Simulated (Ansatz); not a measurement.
## Ta2N under a change: pressure 15 GPa

Consider Ta2N in the anti-CdI2 type structure (space group P-3m1, No. 164; a = 3.067 Å, c = 4.884 Å).

Now apply this change: a hydrostatic pressure of 15 GPa.

The values are results of DFT with r2SCAN+rVV10, PAW potentials and a 500 eV plane-wave cutoff in Ansatz (an electronic-structure program), spin-orbit coupling left out, not measurements. Γ-centred 17×17×10 mesh, Fermi–Dirac width 0.05 eV.

| quantity | base | changed | shift |
|---|---|---|---|
| volume per atom | 13.26 Å³ | 12.67 Å³ | -0.59 Å³ |
| density | 15.69 g/cm³ | 16.43 g/cm³ | +0.735 g/cm³ |
| lattice parameter a | 5.795 bohr | 5.699 bohr | -0.096 bohr |
| c/a ratio | 1.593 | 1.600 | +0.007 |
| shortest interatomic distance | 4.102 bohr | 4.049 bohr | -0.0524 bohr |
| band gap | zero | zero | – |

Final structure:

```yaml
crystal:
  lattice:
    - [3.01579, 0.00000, 0.00000]
    - [-1.50790, 2.61175, 0.00000]
    - [0.00000, 0.00000, 4.82466]
  atoms:
    - { symbol: N, position: [0.00000, 0.00000, 0.00000] }
    - { symbol: Ta, position: [0.33333, 0.66667, 0.25889] }
    - { symbol: Ta, position: [0.66667, 0.33333, 0.74111] }
```

Cost of the whole job for the changed cell (relaxation, final SCF and bands): roughly 90 core-seconds.

Load acts through the strain it causes; cell and atoms are relaxed under it. No phonon test of stability was made. No other phases were tried under pressure. All final runs are without spin polarisation. An odd electron count without spin: Ta2N.
